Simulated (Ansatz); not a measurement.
We consider BN (model structure, started from the rocksalt type, Fm-3m, No. 225, 2 atoms in the cell), described by PBEsol (plane waves, PAW; Ansatz, a quantum-chemistry and plane-wave program).

Input file:

Ansatz 0.2 input:
```yaml
crystal:
  lattice:
    - [0.0, 1.7528249798, 1.7528249798]
    - [1.7528249798, 0.0, 1.7528249798]
    - [1.7528249798, 1.7528249798, 0.0]
  atoms:
    - { symbol: N, position: [0.0, 0.0, 0.0] }
    - { symbol: B, position: [0.5, 0.5, 0.5] }
basis:
  ecutwfc: 520
  ecutrho_ratio: 4
  xc_grid: 2
kpoints:
  mp_grid: { grid: [16, 16, 16] }
hamiltonian:
  xc: pbesol
  dispersion: none
  pseudopotentials: { kind: paw }
scf:
  occupations: { method: fermi_dirac, width: 0.01 }
output:
  forces: true
  stress: true
  eigenvalues: true
relax:
  f_tol: 0.004
  escape_saddle: false
  max_steps: 80
```

The run printed, among other lines:

```
WARN output.stress: scf.convergence.dr2_threshold = 1e-7 eV (the SCF's general default) is looser than the 2e-10 eV advised for a printed stress (1e-10 eV for …
Relaxation: its limit of steps is 80 (relax.max_steps)
Crystal: 2 atoms, lattice volume = 10.771 Å³
Basis set: ecut = 520 eV, 283 PW (Γ), exchange–correlation on 40×40×40 points (8 copies of the dense FFT grid, shifted against one another)
Bands: 8, of which v1, the nominal top of the filled ones, is band 4 counted from 1 (3 counted from 0)
Symmetry: 48 space group operations
Space group: Fm-3m (ITA 225), of the structure as read, at distance tolerance 2.2e-5 Å
k-points: 145 of 4096
Functional: x = pbesol(κ = 0.804, μ = 0.12345679012345678), c = pbesol(β = 0.046)
SCF iter   1: F=—  HF=-530.470989 eV  |F-HF|=—  |Δ(HF+E_count)|=         —  Δρ=5.34e-3  dr2=1.82e-3
SCF iter   2: F=—  HF=-530.470907 eV  |F-HF|=—  |Δ(HF+E_count)|=   8.27e-5  Δρ=2.31e-3  dr2=2.86e-4
  ...
SCF iter   5: F=-530.470956 eV  HF=-530.470956 eV  |F-HF|=8.53e-12  |Δ(HF+E_count)|=   2.58e-9  Δρ=8.46e-7  dr2=3.39e-11
SCF iter   6: F=-530.470956 eV  HF=-530.470956 eV  |F-HF|=2.27e-13  |Δ(HF+E_count)|=  1.66e-11  Δρ=6.57e-8  dr2=3.35e-13
SCF 1 converged in 6 iterations: F = -530.470956 eV  dr2 = 3.35e-13
SCF converged after 6 iterations
Free energy (F): -530.470956 eV
Internal energy: -530.470956 eV  (E = F + TS)
E sigma→0 (E₀):  -530.470956 eV
Fermi energy:    14.944696 eV
--- Stress (GPa, compression-positive) ---
       -7.623935       0.000000       0.000000
       -0.000000      -7.623935      -0.000000
        0.000000       0.000000      -7.623935
  P = ⅓ Tr σ = -7.6239 GPa (-76.239 kbar)
```

The cell is one volume of an energy–volume scan, off the minimum.

The PAW data were made under PBE.

Note: the relaxation could raise the start's symmetry but not lower it, so the cell can be a saddle point.

A model structure was made by putting elements into a prototype or built by hand; it is no filed structure, need not be a known phase, and can be a saddle point held by its symmetry.
